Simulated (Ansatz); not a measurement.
The reference is ZnS in the wurtzite structure (space group P6_3mc, No. 186; a = 3.738 Å, c = 6.143 Å).

The values are results of LDA (Ansatz, a program for electronic structure), without spin-orbit coupling, not measurements.

For the base:

Band gap: 2.19 eV
Electron mass: 0.15 mₑ along c, 0.18 mₑ across (at Γ)
Width of the top valence band: 2.37 eV

Perturbation: the cell is scaled by 0.9760 in all directions; the atoms relax in the strained cell.

Problem. How does this affect the band gap?

Solution. The band gap goes up by 0.344 eV, from 2.19 eV to 2.54 eV.

Problem. How does this affect the energy relative to the base?

Solution. The energy rises by 28 meV/atom.

Problem. What does the calculation give for the electron mass after the change?

Solution. The electron mass changes from 0.15 mₑ along c, 0.18 mₑ across (at Γ) to 0.17 mₑ along c, 0.20 mₑ across (at Γ).

Problem. How does this affect the width of the top valence band?

Solution. The width of the top valence band rises by 0.27 eV (2.37 eV → 2.64 eV).

Masses are band curvatures over ±0.01 Å⁻¹ around the edge. Whether these cells are dynamically stable was not tested.
